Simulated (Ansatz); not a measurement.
Here is the system:

End structure of a constructed model of the (110) surface of bcc Nb, a pseudomorphic layer of In in the host's stacking (bottom of the slab: a bare face, its two planes held):

```xyz
7
Lattice="2.8673 0.0000 0.0000 -0.9558 2.7033 0.0000 0.0000 0.0000 30.5000" Properties=species:S:1:pos:R:3 pbc="T T T"
Nb     0.9558     1.3517     8.0395
Nb     0.0000     0.0000    10.3807
Nb     0.9558     1.3517    12.7214
Nb     0.0000     0.0000    15.0688
Nb     0.9558     1.3517    17.4057
Nb     0.0000     0.0000    19.7148
In     0.9558     1.3517    22.3091
```

Set-up: 7 atoms, 14.4 Å thick at the start; mesh 14x14x1; 0.1 eV smearing; dipole correction on; single point; on the structure that PBE left under its start's symmetry; no spin, no spin-orbit, no U. It is one candidate, not shown to be the stable structure of the face.

Question: Give the work function of the top face at the level r2SCAN, at the PBE geometry (Ansatz, a program for electronic structure).

Answer: 4.09 eV
